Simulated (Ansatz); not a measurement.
Where the default PAW files enter, the runs use the earlier of Ansatz's two default sets.

Tunnelling through a barrier is set by its complex band structure: the current falls as exp(−2κd) with the smallest κ.

Input:

```yaml
crystal:
  lattice:
    - [5.53339, 0.00000, 0.00000]
    - [-2.76670, 4.79206, 0.00000]
    - [2.76670, 1.59735, 2.25900]
  atoms:
    - { symbol: Sr, position: [0.00000, 0.00000, 0.00000] }
    - { symbol: Ti, position: [0.00000, 0.50000, 0.50000] }
    - { symbol: O, position: [0.50000, 0.00000, 0.00000] }
    - { symbol: O, position: [0.50000, 0.50000, 0.00000] }
    - { symbol: O, position: [0.00000, 0.50000, 0.00000] }
```

Space group of this cell: Pm-3m, cubic perovskite. The cell is taken as given; by r2SCAN its mean pressure is -0.7 GPa.

Transport runs along the normal of the first two printed cell vectors, the (111) plane of the conventional cell.

The gap is the functional's own. No spin-orbit coupling. Mid-gap values are those at the computed energy nearest the middle.

Question: Compute, with r2SCAN (Ansatz, a program for electronic structure), the band gap and the smallest decay constant κ at mid-gap.

Answer: Gap 2.26 eV on a 14×14×14 mesh; κ = 0.295 1/Å, at the zone centre.
